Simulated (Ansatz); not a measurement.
We consider MgIn₂O₄ (Imma, No. 74, 14 atoms in the cell; start mp-676338), described by LDA in Ansatz (PAW).

Run with plane-wave cutoff 520 eV, 8×8×8 k mesh, Fermi–Dirac smearing 0.01 eV, scalar-relativistic PAW data made under PBE.

Cell (relaxed at this level):

In$_{2}$MgO$_{4}$ has the orthorhombic space group Imma (No. 74), Pearson symbol oI28. Cell: a = 6.1710 Å, b = 6.2948 Å, c = 8.7545 Å, α = 90.00°, β = 90.00°, γ = 90.00°. Mg on 4c has 6 O at 2.081–2.094 Å (octahedral). In1 on 4e is surrounded by 4 O at 2.051–2.058 Å (tetrahedral). In2 on 4b is coordinated by 6 O at 2.135–2.148 Å (octahedral). O1 on 8h has 2 In at 2.051–2.135 Å and 2 Mg at 2.094 Å. O2 on 8i is coordinated by 3 In at 2.058–2.148 Å and 1 Mg at 2.081 Å. (Neighbours: up to the widest gap in distance over summed covalent radii, below 1.35, at either atom; cation-cation and far metal-metal contacts left out.)
(The calculation used a cell of 14 atoms; values per cell refer to that cell.)

Question: Predict the band gap.

Answer: 
- band gap = 1.51 eV (on the SCF k mesh)

Note: the relaxation could not lower the start's symmetry, so the cell can be a saddle point above a distorted one.

Spin–orbit coupling is not included.

The computed numbers hold no vibrational or temperature effects.

A start named mp-… is a Materials Project structure, which need not be a measured phase.

Ansatz is a first-principles code.
